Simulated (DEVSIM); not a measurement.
Structure: illuminated Si p-on-n cell, one wavelength, at 300 K.

Layer 1 from the left is Si, thickness (μm) 0.780, Na (cm⁻³) 5.1e18, τn (s) 2e-5, τp (s) 2.5e-5, absorption coefficient (cm⁻¹) 540. Layer 2 from the left is Si, thickness (μm) 25.0, Nd (cm⁻³) 1.1e16, τn (s) 6.2e-5, τp (s) 6.2e-5, absorption coefficient (cm⁻¹) 540.

Left contact: ohmic, minority electron recombination velocity 90 cm/s. Right contact: ohmic, minority hole recombination velocity 5000 cm/s. Voltage is applied to the left contact. Recombination: SRH at mid-gap, radiative, Auger. Light enters at the left, 3e15 photons cm⁻² s⁻¹, one pass, no reflection. Mobility is constant in doping.

Constants are typed, rounded textbook-type inputs, not results; the design itself was drawn at random and stands for no fabricated device. Values at 300 K.

Si: gap (eV) 1.124, affinity (eV) 4.05, permittivity 11.7, Nc (cm⁻³) 2.86e19, Nv (cm⁻³) 3.1e19, μn (cm²/Vs) 1417, μp (cm²/Vs) 470, B (cm³/s) 4.7e-15, Cn (cm⁶/s) 2.8e-31, Cp (cm⁶/s) 9.9e-32.

DEVSIM, 1D drift-diffusion, Boltzmann statistics, complete ionisation; no tunnelling, impact ionisation, image-force lowering or self-heating.

Question: What does the simulation give for the short-circuit current, the potential step across the device at zero bias?

Answer: short-circuit current 0.295 mA/cm²; potential step across the device at zero bias 0.874 V.
